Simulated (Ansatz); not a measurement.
We consider Nb3Ir (model structure, started from the Cu3Au type, Pm-3m, No. 221, 4 atoms in the cell), described by LDA in Ansatz (PAW).

Run with plane-wave cutoff 520 eV, 14×14×14 k mesh, Fermi–Dirac smearing 0.05 eV, no spin polarisation, scalar-relativistic PAW data made under PBE.

Cell (relaxed at this level):

```cif
data_IrNb3
_chemical_formula_sum 'Nb3 Ir1'
_space_group_name_H-M_alt 'Pm-3m'
_space_group_IT_number 221
_space_group_name_Hall '-P 4 2 3'
_cell_length_a 4.03028
_cell_length_b 4.03028
_cell_length_c 4.03028
_cell_angle_alpha 90.000
_cell_angle_beta 90.000
_cell_angle_gamma 90.000
loop_
_atom_site_label
_atom_site_type_symbol
_atom_site_symmetry_multiplicity
_atom_site_Wyckoff_symbol
_atom_site_fract_x
_atom_site_fract_y
_atom_site_fract_z
_atom_site_occupancy
Nb1 Nb 3 c 0.00000 0.50000 0.50000 1
Ir1 Ir 1 a 0.00000 0.00000 0.00000 1
```

Estimate the bulk modulus that the calculation returns.


- bulk modulus = 233 GPa

Note: the run has no spin polarisation, so it can have missed a magnetic state; the bulk modulus is −V dP/dV from two relaxed cells at ±2 % in volume; the relaxation could raise the start's symmetry but not lower it, so the cell can be a saddle point.

Spin–orbit coupling is not included.

Computed values are for the static lattice.

It cost very roughly 70 core-seconds of CPU time.

A model structure was made by putting elements into a prototype or built by hand; it is no filed structure, need not be a known phase, and can be a saddle point held by its symmetry.

Ansatz is a first-principles code.
